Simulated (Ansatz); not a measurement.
Defect: interstitial Li in beta Ga2O3 with all lengths changed by +1 %, charge state +1. Level of theory: PBE, PAW (plane waves to 420 eV; Ansatz, a program for electronic structure).

Settings: 120 host sites, the strained lattice (strain from the relaxed PBE one, atoms relaxed), the Γ point alone, smearing 0.01 eV, spin-restricted, no image-charge correction. Energies are static. The charge state is imposed; whether it is stable for some Fermi level was not computed. Sites that were not tried may lie lower.

The step: one Li atom jumps by itself; the atom moves 1.68 Å along (0.03, -0.50, -0.08) of the unit cell; the moving atom starts with neighbours O at 1.79, 2 O at 1.89, O at 2.28 Å and ends with O at 1.79, 2 O at 1.89, O at 2.28 Å. On the band's own sampling the forward barrier is 0.30 eV. Harmonic modes of the moving Li atom alone, all others held, come from finite differences of 0.015 Å. The saddle point's order was not checked.

**Question.** Give the atom's modes at both geometries.

**Answer.** start 10.1, 12.6, 21.3 THz; saddle point 5.6i, 7.7 and 24.8 THz.

**Question.** What attempt frequency and zero-point change of the barrier follow from these modes alone, and what classical rate at 500 K?

**Answer.** ν = (10.1 × 12.6 × 21.3) / (7.7 × 24.8) ≈ 14 THz. The zero-point energy changes the barrier by h/2 × (32.5 − 44.0) THz = -0.024 eV. The classical rate is ν exp(−0.30/0.0431) ≈ 1e10 s⁻¹. One atom's modes give a rough prefactor, not that of the whole cell.
